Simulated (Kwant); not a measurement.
Model: Hückel tight-binding model, one pz orbital an atom, one spin, coherent transport at 0 K (Kwant). Conductance is in e²/h.

System: π system c1ccc(cc1)-c1cccc(c1)-c1ccccc1 between two chain leads. The π system is taken as planar. Atoms are numbered from 0 in the order of the SMILES. Site energies (eV, carbon 0): [0.0, 0.0, 0.0, 0.0, 0.0, 0.0, 0.0, 0.0, 0.0, 0.0, 0.0, 0.0, 0.0, 0.0, 0.0, 0.0, 0.0, 0.0]. Bonds (i, j, β in eV): (0,1,-2.4) (1,2,-2.4) (2,3,-2.4) (3,4,-2.4) (4,5,-2.4) (3,6,-2.4) (6,7,-2.4) (7,8,-2.4) (8,9,-2.4) (9,10,-2.4) (10,11,-2.4) (10,12,-2.4) (12,13,-2.4) (13,14,-2.4) (14,15,-2.4) (15,16,-2.4) (16,17,-2.4) (5,0,-2.4) (11,6,-2.4) (17,12,-2.4). Leads: chains of hopping −3.6 eV, joined by −0.48 eV to atoms 1 and 8.

Site energies and bond integrals are typed Hückel values.

Sweep values stay those of the base run.

One input was changed, with this effect: transmission at E = 0 < 1e-12 → 0.00018.

Q: Which change was it?
A. contacts moved from atoms [1, 8] to [0, 1]
B. contacts moved from atoms [1, 8] to [2, 7]
C. contacts moved from atoms [1, 8] to [8, 11]
D. contacts moved from atoms [1, 8] to [7, 11]
E. contacts moved from atoms [1, 8] to [1, 13]
F. contacts moved from atoms [1, 8] to [0, 13]

A: B, contacts moved from atoms [1, 8] to [2, 7]
